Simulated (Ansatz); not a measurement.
System: SnSe (model structure, within 0.1 Å of Fm-3m, No. 225, 6 atoms in the cell). Method: r²SCAN in Ansatz (plane waves, PAW).

Settings: plane-wave cutoff 560 eV, 18×18×6 k mesh (along the axes of the cell as run), Fermi–Dirac smearing 0.05 eV, scalar-relativistic PAW data made under PBE.

Cell (relaxed with PBEsol):

```cif
data_Se4Sn4
_chemical_formula_sum 'Sn4 Se4'
_space_group_name_H-M_alt 'Fm-3m'
_space_group_IT_number 225
_space_group_name_Hall '-F 4 2 3'
_cell_length_a 5.94990
_cell_length_b 5.94990
_cell_length_c 5.94990
_cell_angle_alpha 90.000
_cell_angle_beta 90.000
_cell_angle_gamma 90.000
loop_
_atom_site_label
_atom_site_type_symbol
_atom_site_symmetry_multiplicity
_atom_site_Wyckoff_symbol
_atom_site_fract_x
_atom_site_fract_y
_atom_site_fract_z
_atom_site_occupancy
Sn1 Sn 4 a 0.00000 0.00000 0.00000 1
Se1 Se 4 b 0.50000 0.50000 0.50000 1
```
(The calculation used a cell of 6 atoms; values per cell refer to that cell.)

Task: Predict the band gap and Γ–Γ gap.

Result: 
- band gap = 0.24 eV (on the SCF k mesh)
- Γ–Γ gap = 2.12 eV

Note: cell and atoms aren't relaxed at this level (pressure 2.0 GPa).

Spin–orbit coupling is not included.

It cost about 4 core-minutes (a rough figure) of CPU time.

A model structure was made by putting elements into a prototype or built by hand; it is no filed structure, need not be a known phase, and can be a saddle point held by its symmetry.

Ansatz is a program for electronic structure.
